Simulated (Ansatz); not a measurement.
The reference is SnO$_{2}$ in the rutile structure (space group P4_2/mnm, No. 136; a = 4.7224 Å, c = 3.1903 Å). Axes: x, y, z lie along a, b, c of the conventional cell.

Computed with Ansatz (a program for electronic structure), LDA, PAW, cutoff 420 eV, scalar-relativistic without spin-orbit coupling.

One thing is altered: the cell is stretched by 3.00 % along x with no lateral relaxation, atoms relaxed at fixed cell.

Predict the stress tensor and what it implies for the stiffness.

Stress of the strained cell less that of the base (GPa, compression positive):
```
  -7.01    0.00    0.00
   0.00   -4.72    0.00
   0.00    0.00   -4.26
```

Then −Δσ_ii/ε with ε = 0.0300 gives secant stiffness values (nonlinear terms included at this strain): C11 ≈ 234 GPa, C12 ≈ 157 GPa and C13 ≈ 142 GPa.

As a check, the harmonic strain energy −½ V₀ Δσ:ε is 7.8 meV/atom; the computed energy rise is 8.0 meV/atom.

No phonon test of stability was made.
